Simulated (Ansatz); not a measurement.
## ZrSe₂ (model structure, started from the 3R-MoS2 type, R3m, No. 160, 3 atoms in the cell): enthalpy of formation by level of theory

No measured value is used here.

```
level (code)         value (eV/atom)
-------------------  ---------------
PBE (Ansatz)                     [?]
PBEsol (Ansatz)               -1.201
PBE-D3(BJ) (Ansatz)           -1.198
```

Some entries are withheld; supply them.


- PBE (Ansatz, a program for electronic structure), value (eV/atom): -1.217

Each level is taken at its own relaxed cell. Ansatz's density-functional and Hartree–Fock values are scalar-relativistic unless marked +SOC, with PAW data made under PBE.

A model structure was made by putting elements into a prototype or built by hand; it is no filed structure, need not be a known phase, and can be a saddle point held by its symmetry.
